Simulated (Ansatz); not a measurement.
## Equilibrium lattice constant a of ZrB2 (model structure, P6₃/mmc, No. 194, 6 atoms in the cell) at several levels of theory

No measured value is used here.

```json
[
 {"level (code)": "LDA (Ansatz)", "value (Å)": "3.028"},
 {"level (code)": "PBE (Ansatz)", "value (Å)": "3.079"},
 {"level (code)": "PBEsol (Ansatz)", "value (Å)": "3.053"},
 {"level (code)": "PBE-D3(BJ) (Ansatz)", "value (Å)": "3.046"},
 {"level (code)": "r²SCAN (Ansatz)", "value (Å)": "3.084"},
 {"level (code)": "r²SCAN+rVV10 (Ansatz)", "value (Å)": "3.077"}
]
```

Cutoffs differ between the levels. Ansatz's density-functional and Hartree–Fock values are scalar-relativistic unless marked +SOC, with PAW data made under PBE.

A model structure was made by putting elements into a prototype or built by hand; it is no filed structure, need not be a known phase, and can be a saddle point held by its symmetry.

Ansatz is a quantum-chemistry and plane-wave program.
